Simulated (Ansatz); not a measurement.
The parent structure is Cs2AgBiBr6 (space group Fm-3m, No. 225; a = 11.343 Å). Axes: x, y, z lie along the cube axes.

Calculations: Ansatz (an electronic-structure program) r2SCAN, spin-orbit coupling left out.

Strains are applied to the cell and any free atomic positions relax; under biaxial strain the out-of-plane vector relaxes too.

One change was made to it. Results:

The shortest interatomic distance shrinks by 0.0648 Å, from 2.814 Å to 2.750 Å; the band gap decreases by 0.10 eV to 1.57 eV; the energy increases by 2.4 meV/atom.

**Question.** What was done to the base?
A) strain tensor (xx, yy, zz, yz, xz, xy) = (+1.71, +0.72, −1.30, −0.90, −0.90, +0.93) %
B) biaxial strain −0.96 %, plane normal [110], relaxed out of plane
C) biaxial strain −4.07 %, plane normal [001], relaxed out of plane
D) uniaxial strain ε_yy = −0.57 %

**Answer.** A, strain tensor (xx, yy, zz, yz, xz, xy) = (+1.71, +0.72, −1.30, −0.90, −0.90, +0.93) %. For comparison, the energy relative to the base in the other runs: biaxial strain −0.96 %, plane normal [110], relaxed out of plane gives +0.8 meV/atom; uniaxial strain ε_yy = −0.57 % gives +0.2 meV/atom; biaxial strain −4.07 %, plane normal [001], relaxed out of plane gives +22 meV/atom.

With Bi present, leaving out spin-orbit coupling can change the band edges. Whether these cells are dynamically stable was not tested.
